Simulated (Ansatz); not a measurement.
## Predicting a run: zincblende InP (F-43m), uniaxial stress along [111] (tension)

Cell and atoms relaxed with PBEsol to each stress σ (compression positive); gaps by r2SCAN with spin-orbit coupling, rigid bands (plane waves, PAW; Ansatz, an electronic-structure program). Unloaded cell: a = b = c = 4.156 Å, α = β = γ = 60.00°.

```json
[
 {"σ (GPa)": "0", "strain along [111] (%)": "0", "gap (eV)": "1.089"},
 {"σ (GPa)": "-3.00", "strain along [111] (%)": "2.83", "gap (eV)": "0.887"},
 {"σ (GPa)": "-5.00", "strain along [111] (%)": "4.78", "gap (eV)": "0.714"},
 {"σ (GPa)": "-7.00", "strain along [111] (%)": "6.91", "gap (eV)": "0.503"}
]
```

Task: Fit E_g = 1.089 eV + aσ + bσ² and ε = cσ + dσ² to the loaded rows by least squares.

Result: a = 0.0544 eV/GPa, b = -0.00418 eV/GPa²; c = -0.899 %/GPa, d = 0.0124 %/GPa².

Task: One run was withheld, at σ = -1.00 GPa. Predict its gap and its strain along [111], then set them beside the run.

Result: E_g = 1.089 + (0.0544)(-1.00) + (-0.00418)(-1.00)² = 1.030 eV and ε = (-0.899)(-1.00) + (0.0124)(-1.00)² = 0.91 %. The run gave 1.030 eV and 0.94 %, misses of 0.000 eV and 0.03 percentage points.

Gaps are resolved to about 0.01 eV; third decimals are kept for the arithmetic. Every relaxation keeps the zincblende phase (space group R3m under this load), so a transition, a distortion that breaks the symmetry or fracture can't show.
